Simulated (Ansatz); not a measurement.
An Ansatz (an electronic-structure program) run: ZrS2 with a change (biaxial strain +4.99 %, plane normal [001], relaxed out of plane); r2SCAN+rVV10 (Ansatz, PAW, no spin-orbit coupling).

Input:

Ansatz 0.2 input:
```yaml
crystal:
  lattice:
    - [3.8576487373, 0, 0]
    - [1.9288243686, 3.3408218054, 0]
    - [0, 0, 5.7140823442]
  atoms:
    - { symbol: Zr, position: [0, 0, 0] }
    - { symbol: S, position: [0.3333333333, 0.3333333333, 0.2461499697] }
    - { symbol: S, position: [0.6666666667, 0.6666666667, 0.7538500303] }
basis: { ecutwfc: 500, ecutrho_ratio: 4, xc_grid: 4, fft_grid_basis: typed }
kpoints: { mp_grid: { grid: [10, 10, 6] } }
hamiltonian:
  xc: r2scan
  dispersion: rvv10
  pseudopotentials: { kind: paw }
scf: { occupations: { method: fermi_dirac, width: 0.05 } }
relax: { f_tol: 0.005, max_steps: 50, cell: { stress_tol: 0.01, fix: [a, b, gamma] } }
output: { forces: true, stress: true }
checkpoint: { write: state.ck, write_every: 1000 }
```

Output (explanatory and most iteration lines left out):

```
Relaxation: its limit of steps is 50 (relax.max_steps)
Pseudopotential: Zr, paw, valence charge 12
Pseudopotential: S, paw, valence charge 6
Crystal: 3 atoms, lattice volume = 73.641 Å³
Basis set: ecut = 500 eV, 1851 PW (Γ), exchange–correlation on 120×120×180 points (64 copies of the dense FFT grid, shifted against one another)
Bands: 16, of which v1, the nominal top of the filled ones, is band 12 counted from 1 (11 counted from 0)
Symmetry: 12 space group operations
Space group: P-3m1 (ITA 164), of the structure as read, at distance tolerance 4.2e-5 Å
k-points: 72 of 600
Functional: x = r2scan, c = r2scan + rvv10(b = 11.95, C = 0.0093); τ floored in thin density (d = 2e-4 eV/Å³)
SCF iter   1: F=—  HF=-6009.257545 eV  |F-HF|=—  |Δ(HF+E_count)|=         —  Δρ=7.30e-3  dr2=7.79e-2  dr2_τ=2.85e-2  ethr=1.77e-3  ⟨swp⟩=5.6  Hψ=6364  notcnv=0
SCF iter   2: F=—  HF=-6009.267242 eV  |F-HF|=—  |Δ(HF+E_count)|=   9.70e-3  Δρ=3.47e-3  dr2=9.58e-3  dr2_τ=1.40e-3  ethr=3.25e-4  ⟨swp⟩=3.0  Hψ=2879  notcnv=0
SCF 1 converged in 7 iterations: F = -6009.266433 eV  dr2 = 1.09e-9
relax step   1: F+E_penalty+E_count = -6009.26643332 eV  Δ(F+E_penalty+E_count) = +0.000e0 eV  max|allowed force component| = 5.301e-1 eV/Å  Δτ_max = 0.0000 Å  P = -6.895 GPa  Ω = 73.641 Å³  fix = [a, b, gamma]  reactions: a -8.951, b -8.951 GPa  (7 SCF iters, dr2 threshold 1.00e-7 eV, accepted)
[... steps on the carried basis left out ...]
relax step   5: F+E_penalty+E_count = -6009.29417710 eV  Δ(F+E_penalty+E_count) = +4.476e-6 eV  max|allowed force component| = 3.345e-4 eV/Å  Δτ_max = 0.0004 Å  P = -4.652 GPa  Ω = 73.575 Å³  energy of the carried Pulay correction = +1.489e-5 eV  fix = [a, b, gamma]  reactions: a -6.980, b -6.980 GPa  (5 SCF iters, dr2 threshold 4.95e-10 eV, accepted)
Crystal: 3 atoms, lattice volume = 73.575 Å³
SCF iter   1: F=—  HF=-6009.294160 eV  |F-HF|=—  |Δ(HF+E_count)|=         —  Δρ=2.56e-6  dr2=6.73e-10  dr2_τ=3.67e-9  ethr=8.21e-8  ⟨swp⟩=3.1  Hψ=9667  notcnv=0
SCF iter   2: F=—  HF=-6009.294160 eV  |F-HF|=—  |Δ(HF+E_count)|=   3.68e-7  Δρ=1.11e-6  dr2=1.46e-10  dr2_τ=2.03e-10  ethr=2.81e-12  ⟨swp⟩=3.2  Hψ=2809  notcnv=0
SCF 6 converged in 5 iterations: F = -6009.294160 eV  dr2 = 7.42e-13
SCF converged after 5 iterations
Free energy (F): -6009.294160 eV
Internal energy: -6009.294160 eV  (E = F + TS)
E sigma→0 (E₀):  -6009.294160 eV
Entropy (-TS):   -0.000000 eV (-0.000 meV/atom)
Fermi energy:    6.840973 eV
--- Forces (eV/Å), atoms counted from 1 ---
  atom   1  Zr    -0.00000000     0.00000000     0.00000000
  atom   2  S     -0.00000000    -0.00000000     0.00033275
  atom   3  S      0.00000000     0.00000000    -0.00033275
--- Stress (GPa, compression-positive) ---
       -6.980309      -0.000000       0.000000
       -0.000000      -6.980309       0.000000
        0.000000       0.000000       0.002860
  P = ⅓ Tr σ = -4.6526 GPa (-46.526 kbar)
--- Relaxed structure (5 steps of the walk, 4 accepted, 1 SCFs on fresh bases) ---
  cell:  # Å, volume = 73.5747 Å³
    - [3.8576487373122617, 2.8867471228494573e-11, -9.694297642523823e-31]
    - [1.9288243686311308, 3.340821805403815, 1.1208598621297347e-19]
    - [-2.8705519251073296e-30, 1.91709882227591e-19, 5.70890203687502]
  atoms:
    - { symbol: Zr, position: [-1.9379089110251714e-34, 5.093494120380369e-35, -4.388668434748129e-37] }
    - { symbol: S, position: [0.3333333333333333, 0.3333333333333333, 0.2372131779764333] }
    - { symbol: S, position: [0.6666666666666666, 0.6666666666666666, 0.7627868220235668] }
```

Stability against distortions was not tested. The cell was made from ZrS₂ in the CdI2 type structure (space group P-3m1, No. 164; layered, stacked along the Cartesian z axis) by this change: biaxial strain +4.99 %, plane normal [001], relaxed out of plane.
